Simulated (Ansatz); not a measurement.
The parent structure is ZnSe in the zinc blende structure (space group F-43m, No. 216; a = 5.733 Å). Axes: x, y, z lie along the cube axes.

All numbers come from Ansatz (a program for electronic structure), PBE, PAW, cutoff 420 eV, no SOC.

One thing is altered: every lattice vector is shortened by 3.00 %; the atoms relax in the strained cell.

Task: Predict the stress tensor and what it implies for the stiffness.

Result: Stress of the strained cell less that of the base (GPa, compression positive):
```
   6.37    0.00    0.00
   0.00    6.37    0.00
   0.00    0.00    6.37
```

Then B = −ΔP/(ΔV/V₀) with ΔV/V₀ = -0.0873 gives secant stiffness values (nonlinear terms included at this strain): B ≈ 73 GPa.

As a check, the harmonic strain energy −½ V₀ Δσ:ε is 42 meV/atom; the computed energy rise is 38 meV/atom.

No phonon test of stability was made.
